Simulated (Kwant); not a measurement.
Device: quantum point contact (saddle potential) in a CdTe two-dimensional gas. Effective mass 0.096 mₑ, grid spacing 3 nm, hard walls, nominal width 60 nm (19 grid rows, so walls 60 nm apart), one parabolic valley, scattering region 180 nm long along x; energies count from the band bottom; Fermi energy 0.0223 eV. Potential (V0 + ½k y²) cos²(πx/L) for |x| < L/2, with V0 swept from 0.023415 to 0 eV, k = 0.00024 eV/nm², L = 87 nm.

Constants are typed, rounded textbook-type inputs, not results; the design itself was drawn at random and stands for no fabricated device.

Model: effective-mass tight-binding model on a square grid, one spin, coherent transport at 0 K (Kwant). Conductance is in e²/h.

**Question.** Compare with the saddle-point formula G = Σ 1/(1 + exp(−2π(E − V0 − ħωy(n + ½))/ħωx)), taking ħωy = ħ√(k/m) and ħωx from the curvature along x of V0 plus half of the mode's confinement energy.

**Answer.** ħωy = 13.8 meV; at V0 = 19.0 meV the lowest mode has ħωx = 6.82 meV.

```csv
V0 (meV),formula,simulation
22.1,0.0031,0.0030
19.0,0.035,0.036
15.9,0.37,0.39
12.9,0.94,0.94
9.84,1.00,1.00
6.79,1.00,1.01
```

The formula takes a parabolic saddle in the continuum; the run has the full potential on a grid.
